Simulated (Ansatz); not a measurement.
A constructed model of the (100) surface of fcc Rh, a layer of Fe in place of the second plane (bottom of the slab: a bare face, its two planes held)

These are PBE (plane waves to 420 eV, PAW; Ansatz, an electronic-structure program) values and carry that method's errors.

Model: 6-atom slab, 9.5 Å thick at the start (thin: gaps and levels are the slab's own), 14x14x1 mesh, Fermi-Dirac 0.1 eV, dipole correction, 2 atoms held, the rest relaxed; held to the start's symmetry, so lower structures may exist; spin-polarised, ending with about 3.2 μB a cell; orders that need a larger cell were not tried, no spin-orbit, no U. It is one candidate, not shown to be the stable structure of the face.

```yaml
work_function_of_the_top_face: 4.84 eV
energy_released_by_relaxation: 0.073 eV
magnetic_moment_of_the_cell: 3.15 μB
cost: very roughly 3 core-minutes
```
